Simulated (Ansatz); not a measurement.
Take Au in the fcc (Cu type) structure (space group Fm-3m, No. 225; a = 4.083 Å) as the base.

The values are results of Ansatz (a quantum-chemistry and plane-wave program) PBEsol, spin-orbit coupling left out, earlier PAW set, not measurements.

Before the change:

```
Quantity           Result
---------------  --------
Volume per atom  17.02 Å³
```

One thing is altered: cell and atoms relaxed at a pressure of 3 GPa.

Q: Estimate the effect on the volume per atom.

A: The volume per atom drops by 0.28 Å³ (17.02 Å³ → 16.74 Å³).

Load acts through the strain it causes; cell and atoms are relaxed under it. No phonon test of stability was made.
